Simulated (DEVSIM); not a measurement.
System: Pt/AlN/n-Si capacitor, at 250 K.

| layer (left to right) | material | thickness (nm) | Nd (cm⁻³) |
|---|---|---|---|
| 1 | AlN | 3.70 | - |
| 2 | Si | 2000 | 8.5e16 |

Metal gate on the left, work function 5.6 eV. Fixed charge at the semiconductor interface 3.7e11 cm⁻² (in units of +e); no interface traps.

This is a model device: material constants are rounded textbook-type values typed into the input, and sizes, dopings and lifetimes were drawn at random. Values at 300 K; Nc and Nv go as T^1.5, mobilities as T to minus their exponent, the gap by Varshni's rule with the affinity fixed.

```csv
parameter,AlN,Si
gap (eV),6.1,1.124
affinity (eV),1.9,4.05
permittivity,8.5,11.7
Nc (cm⁻³),-,2.86e19
Nv (cm⁻³),-,3.1e19
Varshni α (eV/K),-,0.000473
Varshni β (K),-,636
```

DEVSIM, 1D Poisson equation in equilibrium, Boltzmann statistics, complete ionisation; no quantum confinement or tunnelling. Metal contacts follow the ideal Schottky-Mott rule: no Fermi-level pinning, no interface dipoles.

Base results: minimum of the low-frequency capacitance (μF/cm²) 0.0930; threshold voltage (band bending 2φF) (V) 0.43; flat-band voltage (V) 1.40; capacitance of the dielectric stack (μF/cm²) 2.03.

Question: What follows from this one change: interface trap density 0 → 1e+11 cm^-2 eV^-1?

Answer: minimum of the low-frequency capacitance 0.0930 → 0.107 μF/cm²; threshold voltage (band bending 2φF) little changed (0.42 V); flat-band voltage little changed (1.40 V); capacitance of the dielectric stack little changed (2.03 μF/cm²).

Question: What follows from this one change: gate work function 5.6 → 5.45 eV?

Answer: minimum of the low-frequency capacitance little changed (0.0925 μF/cm²); threshold voltage (band bending 2φF) 0.43 → 0.28 V; flat-band voltage 1.40 → 1.25 V; capacitance of the dielectric stack little changed (2.03 μF/cm²).

Question: What follows from this one change: temperature 250 → 300 K?

Answer: minimum of the low-frequency capacitance 0.0930 → 0.0982 μF/cm²; threshold voltage (band bending 2φF) 0.43 → 0.48 V; flat-band voltage 1.40 → 1.37 V; capacitance of the dielectric stack little changed (2.03 μF/cm²).

Question: What follows from this one change: AlN thickness 0.0037 → 0.0044 μm?

Answer: minimum of the low-frequency capacitance little changed (0.0912 μF/cm²); threshold voltage (band bending 2φF) 0.43 → 0.41 V; flat-band voltage little changed (1.40 V); capacitance of the dielectric stack 2.03 → 1.71 μF/cm².

Question: What follows from this one change: fixed charge 3.7e+11 → -1.88e+12 cm^-2?

Answer: minimum of the low-frequency capacitance little changed (0.0920 μF/cm²); threshold voltage (band bending 2φF) 0.43 → 0.60 V; flat-band voltage 1.40 → 1.58 V; capacitance of the dielectric stack little changed (2.03 μF/cm²).

Question: What follows from this one change: substrate doping 8.5e+16 → 1.7e+17 cm^-3?

Answer: minimum of the low-frequency capacitance 0.0930 → 0.126 μF/cm²; threshold voltage (band bending 2φF) 0.43 → 0.38 V; flat-band voltage 1.40 → 1.42 V; capacitance of the dielectric stack little changed (2.03 μF/cm²).
